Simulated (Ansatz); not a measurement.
Base system: Tl in the hcp (Mg type) structure (space group P6_3/mmc, No. 194; a = 3.4583 Å, c = 5.5234 Å).

Calculations: PBEsol/PAW in Ansatz (a first-principles code), scalar-relativistic without spin-orbit coupling.

One change was made to it. Results:

| quantity | base | after |
|---|---|---|
| c/a ratio | 1.597 | 1.636 |
| density | 11.87 g/cm³ | 15.79 g/cm³ |
| shortest interatomic distance | 3.408 Å | 3.119 Å |

Q: What was done to the base?
A. pressure 2.1 GPa
B. pressure −2 GPa
C. pressure 22.5 GPa

A: C, pressure 22.5 GPa. For comparison, the c/a ratio in the other runs: pressure −2 GPa gives 1.592; pressure 2.1 GPa gives 1.608.

Load acts through the strain it causes; cell and atoms are relaxed under it. Whether these cells are dynamically stable was not tested. No other phases were tried under pressure.
